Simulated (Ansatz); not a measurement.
The starting structures come from a database of crystals and need not be the phases stable at ambient conditions.

By PBEsol, the system below comes out a metal.

Without scattering a metal conducts by its projected Fermi surface.

Given:

```xyz
6
Lattice="3.2993 0.0000 0.0000 0.0000 11.7415 0.0000 1.6497 0.0000 2.8573" Properties=species:S:1:pos:R:3 pbc="T T T"
Ta     0.0000     8.8062     0.0000
Ta     0.0000     2.9354     0.0000
S      1.6497    10.3736     0.9524
S      3.2993     1.3679     1.9049
S      3.2993     4.5028     1.9049
S      1.6497     7.2387     0.9524
```

Space group of this cell: P6_3/mmc. The cell was relaxed by PBE-D3(BJ); by PBEsol its mean pressure is -1.0 GPa.

The current flows along the normal of the first two printed cell vectors, the (100) plane of the conventional cell. No spin-orbit coupling; the value is a mean over 0.1 eV about the Fermi level.

Q: Predict the ballistic conductance per area from Ansatz (a first-principles code) with PBEsol.

A: 0.59 × 10¹⁵ S/m² for both spins.
